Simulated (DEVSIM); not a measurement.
Device: abrupt Ge n-p junction, at 250 K.

Layer 1 from the left is Ge, thickness (μm) 0.660, Nd (cm⁻³) 3.2e16, τn (s) 8.9e-6, τp (s) 8.9e-6. Layer 2 from the left is Ge, thickness (μm) 290, Na (cm⁻³) 1.6e17, τn (s) 8.9e-6, τp (s) 8.9e-6.

Left contact: ohmic. Right contact: ohmic. Voltage is applied to the left contact. Recombination: SRH at mid-gap, Auger. Mobility is μmin + (μ − μmin)/(1 + (N/Nref)^α).

The device is made up for the run: typed textbook-type constants, with dimensions and the other settings drawn at random. Values at 300 K; Nc and Nv go as T^1.5, mobilities as T to minus their exponent, the gap by Varshni's rule with the affinity fixed.

Ge: gap (eV) 0.664, affinity (eV) 4, permittivity 16, Nc (cm⁻³) 1.04e19, Nv (cm⁻³) 6e18, μn (cm²/Vs) 3900, μp (cm²/Vs) 1900, μn,min 150, μp,min 100, Nref,n 2.6e17, Nref,p 4e17, αn 0.56, αp 0.6, T exponent of μn 1.66, T exponent of μp 2.33, Cn (cm⁶/s) 1e-31, Cp (cm⁶/s) 1e-31, Varshni α (eV/K) 0.000477, Varshni β (K) 235.

DEVSIM, 1D drift-diffusion, Boltzmann statistics, complete ionisation; no tunnelling, impact ionisation, image-force lowering or self-heating.

Dark forward current:

| |V| (V) | |J| (A/cm²) |
|---|---|
| 0.05 | 2.825e-5 |
| 0.10 | 0.0003105 |
| 0.15 | 0.003133 |
| 0.20 | 0.03132 |
| 0.25 | 0.3101 |
| 0.30 | 2.874 |
| 0.35 | 18.49 |
| 0.40 | 59.21 |
| 0.45 | 117.4 |
| 0.50 | 184.2 |
| 0.55 | 255.8 |
| 0.60 | 330.3 |
| 0.65 | 406.8 |
| 0.70 | 484.9 |
| 0.75 | 564.3 |
| 0.80 | 644.7 |
| 0.85 | 726.0 |
| 0.90 | 808.2 |
| 0.95 | 891.1 |
| 1.00 | 974.8 |
| 1.05 | 1059 |
| 1.10 | 1144 |
| 1.15 | 1230 |

**Question.** Work out the local ideality factor n = ΔV / (kT/q · ln(J2/J1)) between the rows 0.10 and 0.15 V, 1.10 and 1.15 V.

**Answer.** kT/q = 21.54 mV. From 0.10 to 0.15 V: ln(0.003133/0.0003105) = 2.312, n = 1.00, near the 1 of diffusion or emission over a barrier. From 1.10 to 1.15 V: ln(1230/1144) = 0.072, n = 32.02.

**Question.** Estimate the current at 0.20 V from the Shockley equation with J0 = Σ q ni² D/(N L) coth(W/L), τ joining the SRH, radiative and Auger lifetimes that are on, and W taken as the whole layer.

**Answer.** ni² = 6.19e23 cm⁻⁶; holes in the n layer: μ = 2410 cm²/Vs, D = 51.9 cm²/s, τ = 8.89e-6 s, L = 215 μm, W/L = 0.0031, term 2.44e-6 A/cm²; electrons in the p layer: μ = 3080 cm²/Vs, D = 66.4 cm²/s, τ = 8.70e-6 s, L = 240 μm, W/L = 1.2, term 2.05e-9 A/cm². J0 = 2.44e-6 A/cm², and J = J0 exp(qV/kT) = 0.0263 A/cm². The simulation gives 0.0313 A/cm²; the estimate lies 16 % below. The estimate leaves out recombination in the depletion region and that region's share of W.
